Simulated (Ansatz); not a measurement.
Density of states of KMgH3 (Pm-3m) above the conduction band minimum, PBEsol, rigid bands (Ansatz, an electronic-structure program); cell volume 62.9 Å³.

(energy from edge (eV), 10⁻³ states/eV/cell): (0.006, 6.68); (0.031, 15.9); (0.056, 22.5); (0.081, 26.4); (0.106, 30.8); (0.131, 33.8); (0.156, 38.2); (0.181, 40.9); (0.206, 45.0); (0.231, 47.8); (0.256, 50.8); (0.281, 55.1); (0.319, 59.3); (0.344, 62.1); (0.369, 65.6); (0.394, 69.6); (0.419, 72.1); (0.444, 76.0); (0.469, 80.5); (0.494, 83.1); (0.519, 84.7); (0.544, 89.6); (0.569, 92.1); (0.594, 98.5)

Task: What effective density of states at 300 K does this give (∫ g(E) exp(−E/k_BT) dE, both spins, divided by the cell's size)?

Result: 5.3e18 cm⁻³, a density-of-states mass of 0.35 mₑ, valleys and band degeneracy included.

Spin-orbit coupling is left out. Geometry: cell and atoms relaxed with PBEsol.

Formula and space group known from diffraction (Crystallography Open Database), not checked to be the room-temperature form: KMgH3 (Pm-3m).
